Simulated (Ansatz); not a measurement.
The reference is Cu$_{3}$N (space group Pm-3m, No. 221; a = 3.7648 Å). Axes: x, y, z lie along the cube axes.

The values are results of PBEsol in Ansatz (plane waves to 420 eV, PAW, scalar-relativistic without spin-orbit coupling), earlier PAW set, not measurements.

Base values:

```
Item                Value
---------------  --------
Volume per atom  13.34 Å³
Pressure          0.0 GPa
Band gap             zero
```

Modification: compressive biaxial strain of 1.22 % in the plane normal to [110], as in epitaxy on a mismatched substrate; the out-of-plane cell vector and the atoms relax.

What does the calculation give for the volume per atom, energy relative to the base, pressure and band gap after the change?

The volume per atom drops by 0.14 Å³, from 13.34 Å³ to 13.20 Å³; the energy rises by 2.3 meV/atom; the pressure (mean of the normal stresses, compression positive) goes from zero to 1.5 GPa; the band gap remains zero.

Whether these cells are dynamically stable was not tested. The final runs are not spin-polarised. Gaps under 0.05 eV, about the width of the smearing, are given as zero. A zero or small gap of Cu3N can be the functional's error rather than a property of the material.

Ansatz is a quantum-chemistry and plane-wave program.
